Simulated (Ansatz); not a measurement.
Data:

```
CELL_PARAMETERS angstrom
      3.90753     0.00000     0.00000
      0.00000     4.02514     0.00000
      0.00000     0.00000     3.90753
ATOMIC_POSITIONS crystal
  Sr 0.00000 0.00000 0.00000
  Ti 0.50000 0.50000 0.50000
  O  0.00000 0.50000 0.50000
  O  0.50000 0.50000 0.00000
  O  0.50000 0.00000 0.50000
```

No spin polarisation.

Calculations: r2SCAN (Ansatz, an electronic-structure program), without spin-orbit coupling, earlier PAW set. k-mesh 9×9×9 (Γ-centred); smearing 0.05 eV (Fermi–Dirac).

**Question.** Estimate the pressure (mean of the normal stresses, compression positive).

**Answer.** -5.03 GPa.

**Question.** What band gap does the calculation give?

**Answer.** 2.14 eV.

The cells carry an imposed strain or load. Stability against distortions was not tested. The final runs are not spin-polarised. The cell was made from SrTiO3 in the cubic perovskite structure (space group Pm-3m, No. 221) by this change: uniaxial strain ε_yy = +3.01 %. Many cubic perovskites are stable only at high temperature; tilts and polar distortions were not tested.
